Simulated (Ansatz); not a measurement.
# Sn under a change: uniaxial strain ε_zz = −2.00 %

The parent structure is Sn in the diamond structure (space group Fd-3m, No. 227; a = 6.4745 Å; relaxed with 0.1 eV smearing). Axes: x, y, z lie along the cube axes.

Modification: the cell is compressed by 2.00 % along z with no lateral relaxation, atoms relaxed at fixed cell.

Method: LDA in Ansatz (plane waves to 420 eV, PAW, no SOC). Γ-centred 16×16×16 mesh, Fermi–Dirac width 0.1 eV.

```json
[
 {"quantity": "volume per atom", "base": "33.93 Å³", "changed": "33.25 Å³", "shift": "-0.68 Å³"},
 {"quantity": "space group", "base": "Fd-3m (No. 227)", "changed": "I4_1/amd (No. 141)", "shift": "–"},
 {"quantity": "shortest interatomic distance", "base": "2.804 Å", "changed": "2.785 Å", "shift": "-0.019 Å"},
 {"quantity": "energy relative to the base (free energy F)", "base": "0 meV/atom", "changed": "+2.8 meV/atom", "shift": "+2.8 meV/atom"},
 {"quantity": "pressure (mean of the normal stresses, compression positive)", "base": "0.0 GPa", "changed": "0.9 GPa", "shift": "+0.9 GPa"},
 {"quantity": "band gap", "base": "zero", "changed": "zero", "shift": "–"},
 {"quantity": "stress (xx, yy, zz, yz, xz, xy; compression positive)", "base": "–", "changed": "(0.7, 0.7, 1.4, 0.0, 0.0, 0.0) GPa", "shift": "–"}
]
```

Cost of the whole job for the changed cell (relaxation, final SCF and bands): about 50 core-seconds (a rough figure).

No phonon test of stability was made.

Ansatz is a program for electronic structure.
